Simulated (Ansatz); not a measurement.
Base system: Cs in the bcc (W type) structure (space group Im-3m, No. 229; a = 6.0072 Å; relaxed with 0.1 eV smearing). Axes: x, y, z lie along the cube axes.

Calculations: PBEsol (Ansatz, a program for electronic structure), no spin-orbit coupling.

Modification: biaxial strain −2.00 %, plane normal [001], relaxed out of plane (Cartesian); in-plane vectors clamped, the third vector and the atoms free.

Task: Predict the new ratio −ε⊥/ε∥.

Result: The ratio −ε⊥/ε∥ amounts to 1.87.

No phonon test of stability was made. All final runs are without spin polarisation.
